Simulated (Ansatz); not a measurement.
The parent structure is MgH2 in the CdCl2 type structure (space group R-3m, No. 166; a = 3.0087 Å, c = 12.5944 Å (hexagonal axes); a hypothetical phase, not in the database extracts checked). Axes: x lies along a and z along c of the hexagonal cell.

The values are results of r2SCAN+rVV10/PAW in Ansatz (an electronic-structure program), no SOC, not measurements.

Now apply this change: uniaxial stress, 3 GPa compression along x; all other stress components relax to zero.

Task: What happens to the mean lateral Poisson ratio?

Result: The mean lateral Poisson ratio comes out as 0.24.

Load acts through the strain it causes; cell and atoms are relaxed under it. Beyond what the load breaks, stability against distortions was not tested.
